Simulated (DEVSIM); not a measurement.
System: Co/Si3N4/p-In0.53Ga0.47As capacitor, at 300 K.

| layer (left to right) | material | thickness (nm) | Na (cm⁻³) |
|---|---|---|---|
| 1 | Si3N4 | 3.30 | - |
| 2 | In0.53Ga0.47As | 11000 | 2.6e15 |

Metal gate on the left, work function 5 eV. Fixed charge at the semiconductor interface -1e10 cm⁻² (in units of +e); no interface traps.

The device is made up for the run: typed textbook-type constants, with dimensions and the other settings drawn at random. Values at 300 K.

| parameter | Si3N4 | In0.53Ga0.47As |
|---|---|---|
| gap (eV) | 5.1 | 0.74 |
| affinity (eV) | 2.1 | 4.51 |
| permittivity | 7.5 | 13.9 |
| Nc (cm⁻³) | - | 2.1e17 |
| Nv (cm⁻³) | - | 7.7e18 |

DEVSIM, 1D Poisson equation in equilibrium, Boltzmann statistics, complete ionisation; no quantum confinement or tunnelling. Metal contacts follow the ideal Schottky-Mott rule: no Fermi-level pinning, no interface dipoles.

The interface trap density was swept, all else fixed.

```csv
interface trap density (cm^-2 eV^-1),minimum of the low-frequency capacitance (μF/cm²),threshold voltage (band bending 2φF) (V)
0,?,0.39
1e10,0.0310,0.39
1e11,0.0449,0.39
3e11,0.0751,0.40
1e12,0.174,0.42
2e12,0.298,0.45
```

### Question
What belongs in the gaps?

### Answer

- 0, minimum of the low-frequency capacitance (μF/cm²): 0.0294
